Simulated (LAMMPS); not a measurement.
Consider SiC (zinc blende), 1000 atoms, at 1300 K and 0 GPa, heated as the crystal in molecular dynamics.

Method: classical MD, pair style edip/multi, file SiC.edip; code LAMMPS.

| r (Å) | g(r), C-Si |
|---|---|
| 1.580 | 0.000 |
| 1.620 | 0.009 |
| 1.660 | 0.033 |
| 1.700 | 0.208 |
| 1.740 | 0.784 |
| 1.780 | 2.61 |
| 1.820 | 5.66 |
| 1.860 | 8.54 |
| 1.900 | 10.2 |
| 1.940 | 8.72 |
| 1.980 | 5.47 |
| 2.020 | 2.70 |
| 2.060 | 0.966 |
| 2.100 | 0.380 |
| 2.140 | 0.113 |
| 2.180 | 0.052 |
| 2.220 | 0.019 |
| 2.260 | 0.004 |
| 2.300 | 0.007 |
| 2.340 | 0.000 |
| 2.380 | 0.001 |
| 2.420 | 0.000 |
| 2.460 | 0.000 |
| 2.500 | 0.000 |
| 2.540 | 0.000 |
| 2.580 | 0.000 |
| 2.620 | 0.000 |
| 2.660 | 0.000 |
| 2.700 | 0.000 |
| 2.740 | 0.000 |
| 2.780 | 0.000 |
| 2.820 | 0.000 |
| 2.860 | 0.000 |
| 2.900 | 0.000 |
| 2.940 | 0.000 |
| 2.980 | 0.000 |
| 3.020 | 0.000 |
| 3.060 | 0.000 |
| 3.100 | 0.000 |
| 3.140 | 0.003 |
| 3.180 | 0.012 |
| 3.220 | 0.031 |
| 3.260 | 0.073 |
| 3.300 | 0.151 |
| 3.340 | 0.349 |
| 3.380 | 0.687 |
| 3.420 | 1.19 |
| 3.460 | 1.87 |
| 3.500 | 2.70 |
| 3.540 | 3.54 |
| 3.580 | 4.25 |
| 3.620 | 4.71 |
| 3.660 | 4.67 |
| 3.700 | 4.16 |
| 3.740 | 3.35 |
| 3.780 | 2.56 |
| 3.820 | 1.71 |
| 3.860 | 1.02 |
| 3.900 | 0.576 |
| 3.940 | 0.305 |
| 3.980 | 0.142 |
| 4.020 | 0.064 |
| 4.060 | 0.021 |
| 4.100 | 0.007 |
| 4.140 | 0.003 |
| 4.180 | 0.001 |
| 4.220 | 0.001 |
| 4.260 | 0.000 |
| 4.300 | 0.001 |
| 4.340 | 0.002 |
| 4.380 | 0.010 |
| 4.420 | 0.028 |
| 4.460 | 0.082 |
| 4.500 | 0.200 |
| 4.540 | 0.416 |
| 4.580 | 0.775 |
| 4.620 | 1.27 |
| 4.660 | 1.81 |
| 4.700 | 2.33 |
| 4.740 | 2.71 |
| 4.780 | 2.87 |
| 4.820 | 2.65 |
| 4.860 | 2.28 |
| 4.900 | 1.73 |
| 4.940 | 1.24 |
| 4.980 | 0.787 |
| 5.020 | 0.453 |
| 5.060 | 0.231 |
| 5.100 | 0.116 |
| 5.140 | 0.054 |
| 5.180 | 0.021 |
| 5.220 | 0.013 |
| 5.260 | 0.017 |
| 5.300 | 0.038 |
| 5.340 | 0.069 |
| 5.380 | 0.157 |
| 5.420 | 0.290 |
| 5.460 | 0.513 |
| 5.500 | 0.839 |
| 5.540 | 1.21 |
| 5.580 | 1.67 |
| 5.620 | 2.05 |

Main features:
- state found: crystal; no diffusion seen in 30 ps
- first peak of g(r), C-Si: 1.90 Å, height 10.2
- coordination number of C by Si: 4.00 (counted to 2.78 Å)
- coordination number of Si by C: 4.00 (counted to 2.78 Å)

Caution: a run this short can hold a crystal over, or a liquid under, the potential's melting point.
